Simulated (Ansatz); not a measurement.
hcp Tb, treated with BLYP (PAW; Ansatz, a quantum-chemistry and plane-wave program).

Numerical settings: plane-wave cutoff 520 eV, 18×18×10 k mesh (along the axes of the cell as run), Fermi–Dirac smearing 0.05 eV, spin-polarised with parallel moments, scalar-relativistic PAW data made under PBE.

Cell (measured lattice):

```cif
data_Tb2
_chemical_formula_sum 'Tb2'
_space_group_name_H-M_alt 'P 1'
_space_group_IT_number 1
_cell_length_a 3.60560
_cell_length_b 3.60560
_cell_length_c 5.69660
_cell_angle_alpha 90.000
_cell_angle_beta 90.000
_cell_angle_gamma 120.000
loop_
_space_group_symop_operation_xyz
  'x, y, z'
loop_
_atom_site_label
_atom_site_type_symbol
_atom_site_fract_x
_atom_site_fract_y
_atom_site_fract_z
_atom_site_occupancy
Tb1 Tb 0.33333 0.66667 0.25000 1
Tb2 Tb 0.66667 0.33333 0.75000 1
```
Starting moments (μB, in the order of the record's atoms Tb Tb): 6.0 6.0.

Task: Estimate the magnetic moment per atom (the cell's total over its atoms) that the calculation returns.

Result: 
- magnetic moment per atom (the cell's total over its atoms) = 5.88 μB

The run finds no gap.

Note: the 4f shell is treated without U or exact exchange, so its levels and filling can be wrong; the collinear magnetic order is the start's and need not be the measured one; cell and atoms aren't relaxed at this level (pressure 1.8 GPa).

Moments are spin moments.

Spin–orbit coupling is not included.

Static lattice: no zero-point or thermal effects.
